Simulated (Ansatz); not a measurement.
A. Cu in the fcc (Cu type) structure
B. WC (P-6m2, relaxed from the WC type)
C. Mo in the bcc (W type) structure
D. MgO in the rock salt structure

Task: Rank these crystals by volume expansion coefficient at 300 K, lowest first, as quasi-harmonic lattice dynamics on PBEsol density-functional theory in Ansatz (plane waves, PAW) gives it.

Result: B (10.5 × 10⁻⁶ K⁻¹), C (15.8 × 10⁻⁶ K⁻¹), D (35.8 × 10⁻⁶ K⁻¹), A (45.5 × 10⁻⁶ K⁻¹)

 Spin-orbit coupling is not included. The runs of Mo (PBEsol), WC (PBEsol) noted for some cells that some bands missed the eigensolver's tolerance; how far this moves their values was not measured.

Whether this phase is the stable one at each condition was not tested.

Ansatz is an electronic-structure program.
